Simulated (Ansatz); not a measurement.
An Ansatz (a quantum-chemistry and plane-wave program) run: Ca with a change (x(Ti) = 0.5, 4 atoms, C2/m); Kohn–Sham DFT with the PBEsol functional, run in Ansatz with PAW and 420 eV plane waves, no spin-orbit coupling.

Input:

Ansatz 0.2 input:
```yaml
crystal:
  lattice:
    - [4.4304773834, -1.5697087806, 0]
    - [4.4304773834, 1.5697087806, 0]
    - [-0.4690951793, 0, 7.7329688221]
  atoms:
    - { symbol: Ca, position: [0.6153711797, 0.6153711797, 0.8171130777] }
    - { symbol: Ti, position: [0.1312653001, 0.1312653001, 0.4541498978] }
    - { symbol: Ca, position: [0.3846288203, 0.3846288203, 0.1828869223] }
    - { symbol: Ti, position: [0.8687346999, 0.8687346999, 0.5458501022] }
basis: { ecutwfc: 420, ecutrho_ratio: 4, xc_grid: 2, fft_grid_basis: typed }
kpoints: { mp_grid: { grid: [16, 16, 6] } }
hamiltonian:
  xc: pbesol
  dispersion: none
  pseudopotentials: { kind: paw }
scf: { occupations: { method: fermi_dirac, width: 0.05 }, convergence: { dr2_threshold: 0.0000000004 } }
output: { forces: true, stress: true }
checkpoint: { write: state.ck, write_every: 1000 }
```

Output:

```
WARN ansatz: RAYON_NUM_THREADS=2 ignored (pool sized by the plan → 2); use --threads N
Pseudopotentials: kind: paw
Pseudopotential: Ca, paw, valence charge 10
Pseudopotential: Ti, paw, valence charge 12
Functional definition: PBEsol
Crystal: 4 atoms, lattice volume = 107.559 Å³
Basis set: ecut = 420 eV, 2099 PW (Γ), exchange–correlation on 64×64×108 points (8 copies of the dense FFT grid, shifted against one another)
Bands: 26, of which v1, the nominal top of the filled ones, is band 22 counted from 1 (21 counted from 0)
Symmetry: 4 space group operations
Space group: C2/m (ITA 12), of the structure as read, at distance tolerance 4.8e-5 Å
k-points: 418 of 1536
PAW frozen core: Ca, regenerated for the run's functional, and the local potential with it
PAW frozen core: Ti, regenerated for the run's functional, and the local potential with it
Initial density: superposition of atomic densities (neutral atoms: chi_scale 0, normalization atom), corrected by the library's trained network
Initial wavefunctions: pseudopotential atomic-orbital guess
Eigensolver: davidson
Functional: x = pbesol(κ = 0.804, μ = 0.12345679012345678), c = pbesol(β = 0.046)
SCF iter   1: F=—  HF=-8533.315485 eV  |F-HF|=—  |Δ(HF+E_count)|=         —  Δρ=9.21e-3  dr2=1.56e-1  ethr=1.77e-3  ⟨swp⟩=6.6  Hψ=54385  notcnv=0
all-band conjugate gradients solve this SCF's bands
preconditioner: auto → Kerker (q_TF=auto, 2.351 Å⁻¹)
SCF iter   2: F=—  HF=-8533.297617 eV  |F-HF|=—  |Δ(HF+E_count)|=   1.79e-2  Δρ=4.24e-3  dr2=3.84e-2  ethr=3.55e-4  ⟨swp⟩=2.0  Hψ=15419  notcnv=0
SCF iter   3: F=—  HF=-8533.293318 eV  |F-HF|=—  |Δ(HF+E_count)|=   4.30e-3  Δρ=8.28e-4  dr2=1.53e-3  ethr=8.72e-5  ⟨swp⟩=2.0  Hψ=13921  notcnv=0
SCF iter   4: F=—  HF=-8533.293156 eV  |F-HF|=—  |Δ(HF+E_count)|=   1.62e-4  Δρ=3.89e-4  dr2=5.64e-4  ethr=3.48e-6  ⟨swp⟩=2.0  Hψ=13326  notcnv=0
SCF iter   5: F=—  HF=-8533.293112 eV  |F-HF|=—  |Δ(HF+E_count)|=   4.38e-5  Δρ=8.80e-5  dr2=2.02e-5  ethr=1.28e-6  ⟨swp⟩=1.6  Hψ=11189  notcnv=0
SCF iter   6: F=—  HF=-8533.293162 eV  |F-HF|=—  |Δ(HF+E_count)|=   4.96e-5  Δρ=4.26e-5  dr2=5.15e-6  ethr=4.60e-8  ⟨swp⟩=2.6  Hψ=15661  notcnv=0
SCF iter   7: F=—  HF=-8533.293162 eV  |F-HF|=—  |Δ(HF+E_count)|=   3.38e-8  Δρ=1.21e-5  dr2=3.18e-7  ethr=1.17e-8  ⟨swp⟩=2.0  Hψ=12499  notcnv=0
SCF iter   8: F=—  HF=-8533.293162 eV  |F-HF|=—  |Δ(HF+E_count)|=   1.44e-8  Δρ=3.76e-6  dr2=5.26e-8  ethr=7.22e-10  ⟨swp⟩=2.5  Hψ=18387  notcnv=0
SCF iter   9: F=—  HF=-8533.293162 eV  |F-HF|=—  |Δ(HF+E_count)|=   4.51e-9  Δρ=7.28e-7  dr2=8.71e-10  ethr=1.19e-10  ⟨swp⟩=1.9  Hψ=11775  notcnv=0
SCF iter  10: F=-8533.293162 eV  HF=-8533.293162 eV  |F-HF|=4.55e-11  |Δ(HF+E_count)|=  1.33e-10  Δρ=2.66e-7  dr2=8.18e-11  ethr=1.00e-12  ⟨swp⟩=4.0  Hψ=36372  notcnv=0
SCF 1 converged in 10 iterations: F = -8533.293162 eV  dr2 = 8.18e-11
SCF converged after 10 iterations
Free energy (F): -8533.293162 eV
Harris-Foulkes:  -8533.293162 eV  (|F-HF|=4.55e-11)
Internal energy: -8533.247893 eV  (E = F + TS)
E sigma→0 (E₀):  -8533.270527 eV
Entropy (-TS):   -0.045269 eV (-11.317 meV/atom)
Fermi energy:    7.931331 eV
--- Per-component energies (eV) ---
  E_band       = -708.825832
  E_kinetic    = 1100.918095
  E_local      = -4407.762648  (includes V_loc(G=0)·N_el)
  E_nonlocal   = 152.193278
  E_hartree    = 1749.737735
  E_xc         = -462.515577
  E_vxc        = -580.300213  (∫ρ·V_xc dr)
  E_paw        = -3720.198511  (= ΣΔE_a)
  E_vpaw       = -473.350111  (= ΣTr[D̂ρ^β])
  E_aug_tail   = 0.000216  (compensation charges beyond the density's cutoff)
  E_ewald      = -2946.136838
  E_core_change = 0.516357  (= ΣΔE_core)
  E_smearing   = -0.045269  (= −TS)
  E_closure    = -0.000000  (closes the sum)
  Σ components = -8533.293162   (vs F -8533.293162, Δ=0.00e0)
  [band-id]    e_kinetic+e_local+e_nonlocal+2·e_hartree+e_vxc+e_vpaw+e_augmentation_tail = -708.825913   (vs E_band -708.825832, Δ=-8.12e-5)
--- Forces (eV/Å), atoms counted from 1 ---
  atom   1  Ca    -0.00080372    -0.00000000    -0.00009534
  atom   2  Ti     0.00108666    -0.00000000    -0.00108180
  atom   3  Ca     0.00080372     0.00000000     0.00009534
  atom   4  Ti    -0.00108666     0.00000000     0.00108180
  max |Σ_I F_I| component: 2.17e-19 eV/Å
--- Stress (GPa, compression-positive) ---
        0.012354      -0.000000      -0.003053
       -0.000000      -0.008171       0.000000
       -0.003054       0.000000      -0.001898
  P = ⅓ Tr σ = 0.0008 GPa (0.008 kbar)
  The stress holds the Pulay correction. Without it, at fixed plane waves, as pw.x and ABINIT print it: P = -0.0032 GPa
  The stress includes an estimate of the error left by incomplete SCF convergence (largest component 0.0001 GPa).
--- Band table ---
  band table: none
```

Each cell is one ordered arrangement of few atoms, which overstates ordering effects compared with a random alloy. Stability against distortions was not tested. All final runs are without spin polarisation. The cell was made from Ca by this change: x(Ti) = 0.5, 4 atoms, C2/m. CaTi has a high density of states at the Fermi level and may be magnetic at this level. Under x(Ti) = 0.5, 4 atoms, C2/m the cell changed shape so far that it is another structure.
